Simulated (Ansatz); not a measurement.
A calculation on TiS2 (P-3m1, No. 164; start mp-2156) returned lattice constant a 3.416 Å, lattice parameter c 6.586 Å, equilibrium volume per atom 22.18 Å³/atom.

Which level of theory produced these numbers?
A. PBE-D4 (Ansatz, a first-principles code)
B. LDA (Ansatz)
C. PBE (Ansatz)
D. PBE-D3(BJ) (Ansatz)

C, PBE (Ansatz)

The others give: LDA 3.315 Å, 5.438 Å, 17.25 Å³/atom; PBE-D3(BJ) 3.361 Å, 5.523 Å, 18.01 Å³/atom; PBE-D4 3.378 Å, 5.632 Å, 18.55 Å³/atom.

Unless a cell is named, each level is at its own relaxed cell (LDA 17.25, PBE 22.18, PBE-D3(BJ) 18.01, PBE-D4 18.55 Å³/atom).

Caveats: the relaxation could not lower the start's symmetry, so the cell can be a saddle point above a distorted one (LDA, PBE-D3(BJ), PBE-D4, PBE). Ansatz's density-functional and Hartree–Fock values are scalar-relativistic unless marked +SOC, with PAW data made under PBE.

A start named mp-… is a Materials Project structure, which can be a computed phase never made.
